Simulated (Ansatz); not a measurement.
Consider a periodic stack without vacuum, fcc Pd (1 1 1) on zinc-blende InAs (1 1 1) (film strained to the substrate, faces as cut): substrate slab As12In12, film Pd28, surface cells [[1, 1], [-2, 1]] and [[1, -3], [2, 1]], film strained by +2.7 and +2.7 %, faces As/In and Pd/Pd as cut (like faces can put a slab off its formula). Its start:

```xyz
52
Lattice="7.5759 0.0000 0.0035 -3.7879 6.5609 0.0007 0.9590 0.1922 23.9546" Properties=species:S:1:pos:R:3 pbc="T T T"
As    -2.3777     5.2225     0.8171
As     2.7406     6.0896     0.8334
As     2.6543     1.7349     0.7381
As     1.0208     4.4172     4.2882
As    -2.7158     6.5684     4.3463
As     4.8100     2.2506     4.2751
As     3.5513     4.3797     7.9227
As    -0.2143     6.5813     7.9219
As    -0.2327     2.2005     7.9078
As    -1.4801     4.3844    11.4741
As     2.2990     6.5804    11.5724
As     2.2968     2.2047    11.5597
In    -1.4469     4.3647     3.2345
In     2.3270     6.6337     3.4462
In     2.2416     2.2224     3.3411
In     1.0303     4.3862     6.9859
In    -2.7468     6.5702     7.0243
In     4.8194     2.2046     6.9687
In     3.5560     4.3965    10.6058
In    -0.2204     6.6069    10.6044
In    -0.2173     2.1688    10.5865
In    -1.7251     4.1922    14.1673
In     2.3823     7.3165    14.1905
In     2.0513     1.6224    14.1990
Pd     5.1778     2.2579    16.2161
Pd     2.5430     3.1859    16.3127
Pd    -0.1491     4.0529    16.2979
Pd     4.6311     5.0967    16.3289
Pd     1.9402     5.9209    16.3886
Pd     3.0964     0.2730    16.2459
Pd     0.3264     1.2797    16.2642
Pd     3.5760     6.2868    18.5668
Pd     4.6502     0.6839    18.5356
Pd     1.9839     1.5762    18.4964
Pd     6.8174     2.4927    18.5084
Pd     4.1467     3.4815    18.5259
Pd     1.4027     4.3544    18.5684
Pd    -1.2568     5.3437    18.5132
Pd     5.7982     3.7549    20.7244
Pd     2.9957     4.7065    20.7443
Pd     0.3535     5.6395    20.7634
Pd    -2.3667     6.5907    20.7305
Pd     6.2765     0.9303    20.7918
Pd     3.5938     1.9544    20.7674
Pd     0.8640     2.7949    20.7581
Pd     0.3659     1.3233    23.0458
Pd     5.3130     2.2216    23.0247
Pd     2.4343     3.2103    23.0292
Pd    -0.2029     4.0966    23.0872
Pd     4.6183     4.9189    22.9000
Pd     1.9322     5.9833    23.1163
Pd     3.0447     0.3352    22.9327
```

The start was prepared with a machine-learned potential, and the result is one local minimum, with the in-plane cell held and forces under 0.04 eV/Å; the film can end far from its bulk form.

These are PBE (plane waves to 420 eV, PAW; Ansatz, a program for electronic structure) values and carry that method's errors. Scalar-relativistic, without spin–orbit coupling; the runs are not spin-polarised; PBE gaps are too small against experiment. Its k-point mesh 4×4×1, Fermi–Dirac width 0.05 eV.

Task: Predict the relaxed interface.

Result: interface area: 49.7 Å²
period: 23.79 Å
gaps between the outermost planes at the two interfaces: 1.85 and 1.05 Å
As–Pd contacts across the interfaces within 1.22 times the sum of covalent radii: 12, mean 2.48 Å
In–Pd contacts across the interfaces within 1.22 times the sum of covalent radii: 10, mean 2.73 Å
